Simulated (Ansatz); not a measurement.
# Effect of pressure 60 GPa on Mo

Base system: Mo in the bcc (W type) structure (space group Im-3m, No. 229; a = 3.1509 Å).

The change: a hydrostatic pressure of 60 GPa.

All numbers come from Ansatz (a program for electronic structure), r2SCAN, PAW, cutoff 500 eV, no spin-orbit coupling, earlier PAW set. k-mesh 21×21×21 (Γ-centred); smearing 0.05 eV (Fermi–Dirac).

- Volume per atom = 13.35 Å³ (base 15.64 Å³)
- Density = 11.94 g/cm³ (base 10.19 g/cm³)
- Lattice parameter a = 2.989 Å (base 3.151 Å)
- Shortest interatomic distance = 2.588 Å (base 2.729 Å)
- Enthalpy H = E + PV relative to the base's energy = +5.37 eV/atom
- Band gap = zero (base zero)

Load acts through the strain it causes; cell and atoms are relaxed under it. Whether these cells are dynamically stable was not tested. No other phases were tried under pressure. All final runs are without spin polarisation.
